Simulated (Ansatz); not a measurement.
We consider SiRh (Pnma, No. 62; cell taken from a computed entry), described by PBEsol in Ansatz (PAW).

Numerical settings: plane-wave cutoff 520 eV, 10×18×10 k mesh (along the axes of the cell as run), Fermi–Dirac smearing 0.05 eV, no spin polarisation, scalar-relativistic PAW data made under PBE.

Computed at the level's own relaxed cell.

Task: What does this level give for the bulk modulus?

Result: 
bulk modulus: 208 GPa

The run finds no gap.

Note: the bulk modulus is −V dP/dV from two relaxed cells at ±2 % in volume; the relaxation could not lower the start's symmetry, so the cell can be a saddle point above a distorted one.

Static lattice: no zero-point or thermal effects.

Cost on a shared machine: around 7 core-minutes (rough).

Ansatz is an electronic-structure program.
